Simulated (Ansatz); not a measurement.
A computed series for hypothetical Pm-3n ZnO: pressure series

The parent structure is ZnO (space group Pm-3n, No. 223; a = 5.5770 Å; a hypothetical phase, not in the database extracts checked).

Cell and atoms are relaxed at each pressure.

Method: PBEsol, PAW, 420 eV (Ansatz, a quantum-chemistry and plane-wave program; scalar-relativistic without spin-orbit coupling).

| P (GPa) | V (Å³/atom) |
|---|---|
| -2.00 | 14.716 |
| -1.00 | 14.582 |
| 0.29 | 14.419 |
| 0.68 | 14.371 |
| 1.50 | 14.275 |
| 3.00 | 14.106 |
| 5.00 | 13.896 |
| 7.49 | 13.655 |
| 9.99 | 13.434 |

Task: Fit a third-order Birch–Murnaghan equation of state.

Result: Least squares on P(V) = (3B₀/2)[(V₀/V)^(7/3) − (V₀/V)^(5/3)]·[1 + (3/4)(B₀′ − 4)((V₀/V)^(2/3) − 1)] gives V₀ = 14.46 Å³/atom, B₀ = 116 GPa and B₀′ = 4.4.

Load acts through the strain it causes; cell and atoms are relaxed under it. No phonon test of stability was made. No other phases were tried under pressure.
